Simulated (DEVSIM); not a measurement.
Device: Schottky contact on n-type Si, at 300 K.

```tsv
layer (left to right)	material	thickness (μm)	Nd (cm⁻³)	τn (s)	τp (s)
1	Si	8.40	2.7e17	5.8e-7	5.8e-7
```

Left contact: Schottky, work function 4.72 eV, emission velocity 3.7e6 cm/s. Right contact: ohmic. Voltage is applied to the left contact. Recombination: SRH at mid-gap, Auger. Gap narrowing is on: ΔEg = 6.92 meV × (l + √(l² + 0.5)), l = ln(N/1.3e17 cm⁻³), shared equally by both band edges. Mobility is constant in doping.

The device is made up for the run: typed textbook-type constants, with dimensions and the other settings drawn at random. Values at 300 K.

```
parameter           Si
-------------  -------
gap (eV)         1.124
affinity (eV)     4.05
permittivity      11.7
Nc (cm⁻³)      2.86e19
Nv (cm⁻³)       3.1e19
μn (cm²/Vs)       1417
μp (cm²/Vs)        470
Cn (cm⁶/s)     2.8e-31
Cp (cm⁶/s)     9.9e-32
```

Model (solved in DEVSIM): 1D drift-diffusion, Boltzmann statistics, complete ionisation; no tunnelling, impact ionisation, image-force lowering or self-heating. Metal contacts follow the ideal Schottky-Mott rule: no Fermi-level pinning, no interface dipoles.

The doping Nd of layer 1 was swept, all else fixed.

```json
[
 {"doping Nd of layer 1 (cm^-3)": "8.1e15", "dark forward voltage at 100 A/cm² (V)": "0.411", "potential step across the device at zero bias (V)": "0.459", "largest field in the device at zero bias (V/cm)": "33000", "dark forward voltage at 1 A/cm² (V)": "0.243"},
 {"doping Nd of layer 1 (cm^-3)": "2.7e16", "dark forward voltage at 100 A/cm² (V)": "0.377", "potential step across the device at zero bias (V)": "0.489", "largest field in the device at zero bias (V/cm)": "62000", "dark forward voltage at 1 A/cm² (V)": "0.241"},
 {"doping Nd of layer 1 (cm^-3)": "8.1e16", "dark forward voltage at 100 A/cm² (V)": "0.365", "potential step across the device at zero bias (V)": "0.517", "largest field in the device at zero bias (V/cm)": "110000", "dark forward voltage at 1 A/cm² (V)": "0.239"},
 {"doping Nd of layer 1 (cm^-3)": "2.7e17", "dark forward voltage at 100 A/cm² (V)": "0.355", "potential step across the device at zero bias (V)": "0.543", "largest field in the device at zero bias (V/cm)": "210000", "dark forward voltage at 1 A/cm² (V)": "0.234"},
 {"doping Nd of layer 1 (cm^-3)": "8.1e17", "dark forward voltage at 100 A/cm² (V)": "0.346", "potential step across the device at zero bias (V)": "0.565", "largest field in the device at zero bias (V/cm)": "360000", "dark forward voltage at 1 A/cm² (V)": "0.227"},
 {"doping Nd of layer 1 (cm^-3)": "2.7e18", "dark forward voltage at 100 A/cm² (V)": "?", "potential step across the device at zero bias (V)": "0.588", "largest field in the device at zero bias (V/cm)": "?", "dark forward voltage at 1 A/cm² (V)": "?"},
 {"doping Nd of layer 1 (cm^-3)": "8.1e18", "dark forward voltage at 100 A/cm² (V)": "0.330", "potential step across the device at zero bias (V)": "0.609", "largest field in the device at zero bias (V/cm)": "1100000", "dark forward voltage at 1 A/cm² (V)": "0.211"}
]
```

Q: Complete the blanks.

A: 
- 2.7e18, dark forward voltage at 100 A/cm² (V): 0.338
- 2.7e18, largest field in the device at zero bias (V/cm): 660000
- 2.7e18, dark forward voltage at 1 A/cm² (V): 0.219
